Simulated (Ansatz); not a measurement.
**GaAs (model structure, started from the BN type, Pm-3n, No. 223, 12 atoms in the cell)**

Method: r²SCAN+rVV10 in Ansatz (PAW).

Settings: plane-wave cutoff 560 eV, 6×6×6 k mesh, Fermi–Dirac smearing 0.01 eV, scalar-relativistic PAW data made under PBE.

Cell (relaxed at this level):

```
CELL_PARAMETERS angstrom
      6.96558     0.00000     0.00000
      0.00000     6.96558     0.00000
      0.00000     0.00000     6.96558
ATOMIC_POSITIONS crystal
  Ga 0.25000 0.00000 0.50000
  Ga 0.50000 0.25000 0.00000
  Ga 0.50000 0.75000 0.00000
  Ga 0.75000 0.00000 0.50000
  Ga 0.00000 0.50000 0.75000
  Ga 0.00000 0.50000 0.25000
  As 0.25000 0.50000 0.00000
  As 0.00000 0.25000 0.50000
  As 0.00000 0.75000 0.50000
  As 0.75000 0.50000 0.00000
  As 0.50000 0.00000 0.75000
  As 0.50000 0.00000 0.25000
```

| Property | Result |
|---|---|
| band gap | 0.83 eV (on the SCF k mesh) |

Note: the relaxation could raise the start's symmetry but not lower it, so the cell can be a saddle point.

Spin–orbit coupling is not included.

The computed numbers hold no vibrational or temperature effects.

A model structure was made by putting elements into a prototype or built by hand; it is no filed structure, need not be a known phase, and can be a saddle point held by its symmetry.

Ansatz is a first-principles code.
